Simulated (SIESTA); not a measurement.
SIESTA run on TiCo (Pm-3m, 2 atoms in the cell): self-consistent single point.

Method: SIESTA with LDA PW92, numerical atomic orbitals DZP, PseudoDojo LDA standard norm-conserving potentials (rewritten from UPF to PSML).

```
CELL_PARAMETERS angstrom
      2.95505     0.00000     0.00000
      0.00000     2.95505     0.00000
      0.00000     0.00000     2.95505
ATOMIC_POSITIONS crystal
  Ti 0.00000 0.00000 0.00000
  Co 0.50000 0.50000 0.50000
```
Moments meant for the start (each program seeds them in its own way; μB, in the order of the atoms Ti Co): 1.0 3.0.

Reference input (self-consistent single point, DFT, GGA PBE, numerical atomic orbitals DZP, PseudoDojo PBE standard norm-conserving potentials (rewritten from UPF to PSML)): XC.functional = GGA; XC.authors = PBE; potentials = PseudoDojo PBE standard; PAO.BasisSize = DZP; PAO.EnergyShift = 0.01 Ry; MeshCutoff = 350 Ry; kgrid.MonkhorstPack = 8 8 8; OccupationFunction = MP; OccupationMPOrder = 0; ElectronicTemperature = 0.1 eV; Spin = polarized; DM.InitSpin = [1 +1.00, 2 +3.00]. This run's input differs from it in these lines:

```diff
@@ -1,2 +1,2 @@
-# files in the folder: Ti.psml Co.psml (PseudoDojo PBE standard)
+# files in the folder: Ti.psml Co.psml (PseudoDojo LDA standard)
 SystemName  TiCo
@@ -22,4 +22,4 @@
 
-XC.functional                GGA
-XC.authors                   PBE
+XC.functional                LDA
+XC.authors                   PW92
 PAO.BasisSize                DZP
```

Output (repeated stretches shortened):

```
        iscf     Eharris(eV)        E_KS(eV)     FreeEng(eV)     dDmax    Ef(eV) dHmax(eV)
   scf:    1    -5680.060437    -5746.494548    -5746.507729  0.775176 -3.661127 33.244971
     spin moment: {S} , |S| = {        0.0        0.0    1.79200 }     1.79200
   scf:    2    -5758.508417    -5769.483783    -5769.487661  0.387124 -4.612170 10.259994
     spin moment: {S} , |S| = {        0.0        0.0    1.03231 }     1.03231
   scf:    3    -5772.270175    -5771.329194    -5771.334533  0.058000 -4.746525  6.376437
     spin moment: {S} , |S| = {        0.0        0.0    1.06462 }     1.06462
   [... lines left out ...]
     spin moment: {S} , |S| = {        0.0        0.0   -0.00055 }    -0.00055
   scf:   36    -5772.627100    -5772.627099    -5772.636233  0.000131 -5.431084  0.000157
     spin moment: {S} , |S| = {        0.0        0.0   -0.00001 }    -0.00001
   scf:   37    -5772.627100    -5772.627100    -5772.636233  0.000021 -5.431062  0.000120
     spin moment: {S} , |S| = {        0.0        0.0    0.00004 }     0.00004
   scf:   38    -5772.627100    -5772.627100    -5772.636233  0.000002 -5.431061  0.000047
     spin moment: {S} , |S| = {        0.0        0.0    0.00004 }     0.00004
SCF Convergence by DM+H criterion
max |DM_out - DM_in|         :     0.0000016340
max |H_out - H_in|      (eV) :     0.0000474971
SCF cycle converged after 38 iterations

Using DM_out to compute the final energy and forces

siesta: E_KS(eV) =            -5772.6271

siesta: E_KS - E_eggbox =     -5772.6271

siesta: Atomic forces (eV/Ang):
     1    0.000000   -0.000000    0.000000
     2    0.000000    0.000000   -0.000000
   Tot    0.000000    0.000000    0.000000
   Max    0.000000
   Res    0.000000    sqrt( Sum f_i^2 / 3N )
   Max    0.000000    constrained

Stress tensor Voigt[x,y,z,yz,xz,xy] (kbar):      165.99      165.99      165.99        0.00       -0.00       -0.00
(Free)E + p*V (eV/cell)    -5775.3097
Target enthalpy (eV/cell)    -5772.6362

siesta: Program's energy decomposition (eV):
siesta: FreeEng =     -5772.636233

   [... lines left out ...]
siesta: Cell volume =         25.804548 Ang**3
siesta:        -165.99449481       -165.99449480  kBar
   [... lines left out ...]
   2  8.329   0.935   0.131   0.008   1.004   1.004   1.004   0.174   0.174
              0.174   0.824   0.824   0.730   0.824   0.730  -0.036  -0.036

             -0.051  -0.036  -0.051

mulliken: Qtot =       14.500

Mulliken Atomic Populations:
Atom #   charge [q] valence [e]      Sz [e]  Species
     1    -0.342222   12.342222   -0.000105  Ti
     2     0.342222   16.657778    0.000142  Co
 Total    -0.000000                0.000038
```

The run converged in 38 iterations. Against the reference run the pressure goes from -0.76 to -16.60 GPa and the size of the net moment goes from 0.46 to 0.00 μB/atom.

The starting cell comes from a database of computed structures (which also holds hypothetical and non-ambient phases and stackings), without a prior relaxation at this level. Its lattice was rescaled by a random factor within 2.5 % of one. The starting moments vanished: the run ended non-magnetic, which need not be the lowest state. Values carry the incompleteness of an atom-centred basis. With a pressure of about -17 GPa the cell is away from its equilibrium volume at this level.

Cost on one core of a shared machine: roughly 3 min.
